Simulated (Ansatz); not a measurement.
Abridged Ansatz (a program for electronic structure) output:

```
Pseudopotential: Zr, paw, valence charge 12
Crystal: 2 atoms, lattice volume = 44.948 Å³
Basis set: ecut = 420 eV, 881 PW (Γ), exchange–correlation on 48×48×72 points (8 copies of the dense FFT grid, shifted against one another)
Bands: 16, of which v1, the nominal top of the filled ones, is band 12 counted from 1 (11 counted from 0)
Symmetry: 24 space group operations
k-points: 165 of 2601
Functional: x = pbesol(κ = 0.804, μ = 0.12345679012345678), c = pbesol(β = 0.046)
SCF iter   1: F=—  HF=-8257.523319 eV  |F-HF|=—  |Δ(HF+E_count)|=         —  Δρ=3.02e-2  dr2=5.20e-1  ethr=3.10e-3  ⟨swp⟩=5.1  Hψ=11328  notcnv=0
SCF iter   2: F=—  HF=-8257.385333 eV  |F-HF|=—  |Δ(HF+E_count)|=   1.38e-1  Δρ=1.79e-2  dr2=1.77e-1  ethr=2.17e-3  ⟨swp⟩=2.0  Hψ=4509  notcnv=0
SCF 1 converged in 8 iterations: F = -8257.325353 eV  dr2 = 1.13e-11
SCF converged after 8 iterations
Free energy (F): -8257.325353 eV
Internal energy: -8257.308751 eV  (E = F + TS)
E sigma→0 (E₀):  -8257.317052 eV
Entropy (-TS):   -0.016602 eV (-8.301 meV/atom)
Fermi energy:    14.424085 eV
--- Forces (eV/Å), atoms counted from 1 ---
  atom   1  Zr     0.00000000    -0.00000000     0.00000000
  atom   2  Zr     0.00000000     0.00000000     0.00000000
--- Stress (GPa, compression-positive) ---
       -0.003605      -0.000000       0.000000
        0.000000      -0.003605       0.000000
        0.000000       0.000000      -0.001288
  P = ⅓ Tr σ = -0.0028 GPa (-0.028 kbar)
```

### Question
What was computed, and what are the main results?

### Answer
Zr, 2 atoms in the cell, with PBEsol in Ansatz (plane waves to 420 eV, PAW, scalar-relativistic without spin-orbit coupling), earlier PAW set. The last SCF converged to F = -8257.325353 eV, or -4128.6627 eV per atom, at a pressure of 0.00 GPa. The total energy compares only with runs of the same code, potentials and settings.

Stability against distortions was not tested. All final runs are without spin polarisation. The cell is Zr in the hcp (Mg type) structure (space group P6_3/mmc, No. 194).
